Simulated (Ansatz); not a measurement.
Consider RbMnF₃ in the cubic perovskite structure (space group Pm-3m, No. 221; ferromagnetic).

```
CELL_PARAMETERS angstrom
      4.22253     0.00000     0.00000
      0.00000     4.22253     0.00000
      0.00000     0.00000     4.22253
ATOMIC_POSITIONS crystal
  Rb 0.00000 0.00000 0.00000
  Mn 0.50000 0.50000 0.50000
  F  0.50000 0.00000 0.50000
  F  0.00000 0.50000 0.50000
  F  0.50000 0.50000 0.00000
```

All numbers come from plane-wave PAW DFT at the PBEsol level (Ansatz, a program for electronic structure, 420 eV), scalar-relativistic without spin-orbit coupling.

One change was made to it. Results:

```tsv
quantity	base	after
largest site moment	4.16 μB	4.38 μB
lattice parameter a	4.223 Å	5.276 Å
band gap	1.37 eV	0.65 eV
```

Q: Which of these changes matches the shifts?
A. Rb → Li
B. F → Br
C. Rb → Sr

A: B, F → Br. For comparison, the band gap in the other runs: Rb → Li gives zero; Rb → Sr gives zero.

No phonon test of stability was made. As relaxed here, RbMnBr3, LiMnF3 and SrMnF3 are hypothetical phases, not in the database extracts checked. No Hubbard U is applied and the magnetic state is the run's own (RbMnBr3 ferromagnetic; RbMnF3 ferromagnetic; LiMnF3 ferromagnetic; SrMnF3 ferromagnetic); small cells can't hold the antiferromagnetic order that many such compounds have, so gaps and moments can be off. Where the two band edges lie in opposite spin channels, the gap is a spin-flip gap. Many cubic perovskites are stable only at high temperature; tilts and polar distortions were not tested.
